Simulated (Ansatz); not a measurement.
**Si: response to strain**

Base system: Si in the diamond structure (space group Fd-3m, No. 227; a = 5.4336 Å). Axes: x, y, z lie along the cube axes.

Strains are applied to the cell and any free atomic positions relax; under biaxial strain the out-of-plane vector relaxes too.

Computed with Kohn–Sham DFT with the PBEsol functional, run in Ansatz (a first-principles code) with PAW and 420 eV plane waves, no SOC.

Base values:

The band gap is 0.47 eV.

Task: The aim is a band gap between 0.25 eV and 0.30 eV. Which of these changes reaches it?
A) isotropic strain +0.94 %
B) tensor shear ε_xy = +1.30 %
C) biaxial strain −4.32 %, plane normal [001], relaxed out of plane

Result: B, tensor shear ε_xy = +1.30 %. It gives 0.27 eV; isotropic strain +0.94 % gives 0.52 eV; biaxial strain −4.32 %, plane normal [001], relaxed out of plane gives zero. Changes not listed may reach it too

A case with no gap was solved on a k-mesh chosen for an insulator, which is coarse for it. Whether these cells are dynamically stable was not tested. The zero or small gap of Si under tensor shear ε_xy = +1.30 % and Si under biaxial strain −4.32 %, plane normal [001], relaxed out of plane can change with the level of theory.
